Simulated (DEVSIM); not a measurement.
Structure: In0.53Ga0.47As p-n junction from an implanted or diffused profile, at 300 K.

| layer (left to right) | material | thickness (μm) | Nd (cm⁻³) | τn (s) | τp (s) |
|---|---|---|---|---|---|
| 1 | In0.53Ga0.47As | 120 | 1.8e14 | 2.2e-8 | 2.2e-8 |

Added acceptor profile: 2.9e16 cm⁻³ × exp(−(x − 0.18 μm)²/(2·(0.17 μm)²)). Left contact: ohmic. Right contact: ohmic. Voltage is applied to the left contact. Recombination: SRH at mid-gap, Auger. Mobility is μmin + (μ − μmin)/(1 + (N/Nref)^α).

Constants are typed, rounded textbook-type inputs, not results; the design itself was drawn at random and stands for no fabricated device. Values at 300 K.

```tsv
parameter	In0.53Ga0.47As
gap (eV)	0.74
affinity (eV)	4.51
permittivity	13.9
Nc (cm⁻³)	2.1e17
Nv (cm⁻³)	7.7e18
μn (cm²/Vs)	12000
μp (cm²/Vs)	300
μn,min	300
μp,min	10
Nref,n	1.3e17
Nref,p	4.9e17
αn	0.48
αp	0.4
Cn (cm⁶/s)	5e-29
Cp (cm⁶/s)	5e-29
```

Simulated with DEVSIM: 1D drift-diffusion, Boltzmann statistics, complete ionisation; no tunnelling, impact ionisation, image-force lowering or self-heating.

**Question.** Tabulate band edges, carrier densities and field at 0.7 V on the left contact.

**Answer.** Energies count from the Fermi level of the right contact; mesh points crowd at the junctions.

| x (μm) | Ec (eV) | Ev (eV) | n (cm⁻³) | p (cm⁻³) | field (V/cm) |
|---|---|---|---|---|---|
| 0.000 | -0.119 | -0.859 | 3.7e7 | 1.6e16 | 1300 |
| 0.02814 | -0.115 | -0.855 | 6.8e11 | 1.9e16 | 1300 |
| 0.06700 | -0.111 | -0.851 | 1.5e12 | 2.2e16 | 1000 |
| 0.1207 | -0.107 | -0.847 | 2.7e12 | 2.6e16 | 540 |
| 0.2294 | -0.106 | -0.846 | 5.7e12 | 2.7e16 | -460 |
| 0.3449 | -0.118 | -0.858 | 1.3e13 | 1.7e16 | -1500 |
| 0.4962 | -0.150 | -0.890 | 5.3e13 | 4.9e15 | -2500 |
| 0.7104 | -0.193 | -0.933 | 3.0e14 | 9.1e14 | -1200 |
| 0.8736 | -0.206 | -0.946 | 4.8e14 | 5.5e14 | -400 |
| 1.060 | -0.210 | -0.950 | 5.6e14 | 4.5e14 | -83 |
| 1.528 | -0.210 | -0.950 | 5.7e14 | 4.0e14 | 30 |
| 3.699 | -0.202 | -0.942 | 4.7e14 | 2.9e14 | 34 |
| 8.651 | -0.185 | -0.925 | 3.2e14 | 1.4e14 | 35 |
| 22.02 | -0.139 | -0.879 | 1.9e14 | 1.4e13 | 34 |
| 74.91 | 0.035 | -0.705 | 1.8e14 | 4.0e9 | 33 |
| 103.1 | 0.127 | -0.613 | 1.8e14 | 3.3e9 | 33 |
| 113.7 | 0.162 | -0.578 | 1.8e14 | 3.3e9 | 33 |
| 117.6 | 0.175 | -0.565 | 1.8e14 | 3.3e9 | 33 |
| 119.4 | 0.181 | -0.559 | 1.8e14 | 3.3e9 | 33 |
| 119.8 | 0.182 | -0.558 | 1.8e14 | 3.3e9 | 33 |
| 119.9 | 0.182 | -0.558 | 1.8e14 | 3.3e9 | 33 |
| 120.0 | 0.183 | -0.557 | 1.8e14 | 3.3e9 | 33 |
